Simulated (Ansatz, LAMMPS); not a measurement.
Si lens of 77 atoms, radius 0.95 nm, coherent in Ge, 6x6x6 cubic cells at the host's lattice parameter

Cell 34.56 × 34.56 × 34.56 Å, Si77Ge1651, 1728 atoms. Prepared with LAMMPS with Tersoff's 1989 multicomponent potential (SiCGe.tersoff): minimisation. 

Level of theory: PBE, support functions at accuracy medium on the grid of 370 eV (norm-conserving potentials; Ansatz, a first-principles code).

Basis: localised support functions (accuracy medium) on a full density matrix. k-points: zone centre alone; occupations: Fermi-Dirac, 0.010 eV; spin polarisation not allowed. No spin-orbit coupling.

| Property | Result |
|---|---|
| energy over the perfect crystal(s), per atom | 3 meV/atom |
| electronic character of the cell | no gap resolved at this smearing |
| coordination (neighbours within 2.995 Å) | 100.0 % 4-fold |
| Ge-Ge bonds, mean ± spread | 2.498 ± 0.004 Å |
| Ge-Si bonds, mean ± spread | 2.465 ± 0.007 Å |
| Si-Si bonds, mean ± spread | 2.418 ± 0.008 Å |
| bond angles, mean ± spread | 109.5° ± 0.7° |
| pressure | -0.41 GPa |
| cost of the final run | about 2.4 core-hours (a rough figure), 17 SCF iterations, 34 GiB |
